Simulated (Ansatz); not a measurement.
A computed series for SnS: pressure series

Consider SnS in the GeS type structure (space group Pnma, No. 62; a = 10.912 Å, b = 3.953 Å, c = 4.112 Å).

Cell and atoms are relaxed at each pressure.

Calculations: plane-wave PAW DFT at the PBEsol-D3(BJ) level (Ansatz, a program for electronic structure, 420 eV), without spin-orbit coupling.

Computed cases, in order: pressure −1 GPa; 0 GPa (base); pressure 0.9 GPa; pressure 2.1 GPa; pressure 4.5 GPa; pressure 9 GPa; pressure 15 GPa; pressure 22.5 GPa; pressure 30 GPa.

**Question.** Between which two neighbouring cases does the band gap open or close?

**Answer.** Between pressure 0.9 GPa (0.18 eV) and pressure 2.1 GPa (zero). The whole series: pressure −1 GPa: 0.46 eV; 0 GPa (base): 0.30 eV; pressure 0.9 GPa: 0.18 eV; pressure 2.1 GPa: zero; pressure 4.5 GPa: zero; pressure 9 GPa: zero; pressure 15 GPa: zero; pressure 22.5 GPa: zero; pressure 30 GPa: zero.

A case with no gap was solved on a k-mesh chosen for an insulator, which is coarse for it. Load acts through the strain it causes; cell and atoms are relaxed under it. No phonon test of stability was made. Competing high-pressure phases were not computed. All final runs are without spin polarisation. Along this pressure series the structure jumps between pressure 4.5 GPa and pressure 9 GPa; cells beyond that are another form of it. A zero or small gap of SnS under pressure 0.9 GPa, SnS under pressure 2.1 GPa, SnS under pressure 4.5 GPa and SnS under pressure 9 GPa can be the functional's error rather than a property of the material.
